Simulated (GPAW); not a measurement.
Band structure of LaMg6Sb (Amm2, 8 atoms in the cell).

```yaml
crystal:
  lattice:
    - [5.35640, 0.00000, 0.00000]
    - [0.00000, 3.20615, 5.96034]
    - [0.00000, -3.20615, 5.96034]
  atoms:
    - { symbol: La, position: [0.50000, 0.17022, 0.17022] }
    - { symbol: Mg, position: [0.50000, 0.66507, 0.17051] }
    - { symbol: Mg, position: [0.50000, 0.17051, 0.66507] }
    - { symbol: Mg, position: [0.00000, 0.82122, 0.33246] }
    - { symbol: Mg, position: [0.00000, 0.33246, 0.82122] }
    - { symbol: Mg, position: [0.00000, 0.33944, 0.33944] }
    - { symbol: Mg, position: [0.00000, 0.83557, 0.83557] }
    - { symbol: Sb, position: [0.50000, 0.66552, 0.66552] }
```

Level of theory: LDA (Perdew-Wang 92), GPAW PAW datasets LDA (gpaw-data 1.0.1) (plane waves; GPAW 25.7.0).

Settings: mode = pw; ecut = 800 eV; xc = LDA; kpts = 3 3 3; mesh shift (steps) = 0 0 0; occupations.name = fermi-dirac; occupations.width = 0.05 eV; nbands = -14; symmetry.symmorphic = false; symmetry.tolerance = 0.0005; maxiter = 120; bandpath_npoints = 40.

The starting cell comes from a database of computed structures (which also holds hypothetical and non-ambient phases and stackings), without a prior relaxation at this level. Spin-orbit coupling is off.

Levels in eV from the Fermi level, bands 40 to 47:
```
point     40     41     42     43     44     45    46    47
-----  -----  -----  -----  -----  -----  -----  ----  ----
Γ      -2.29  -1.43  -0.73   0.10   0.17   0.45  0.84  0.97
X      -2.11  -1.16  -0.92   0.11   0.29   0.56  1.14  1.21
S      -1.67  -1.36  -0.36  -0.10  -0.05   0.31  1.20  1.37
R      -2.52  -1.72  -1.36   0.41   0.97   1.15  1.28  1.33
A      -1.83  -0.96  -0.43  -0.31   0.23   0.41  1.26  1.37
Z      -1.79  -1.60  -1.41  -1.13  -0.87  -0.30  0.03  0.98
Y      -1.52  -1.28  -0.67  -0.26  -0.22  -0.07  0.43  0.97
X1     -2.11  -1.16  -0.92   0.11   0.29   0.56  1.14  1.21
A1     -1.83  -0.96  -0.43  -0.31   0.23   0.41  1.26  1.37
T      -1.65  -1.45  -0.18  -0.12   0.69   0.76  0.86  0.88
```

Bands cross the Fermi level along this path, so the cell is metallic at this level.
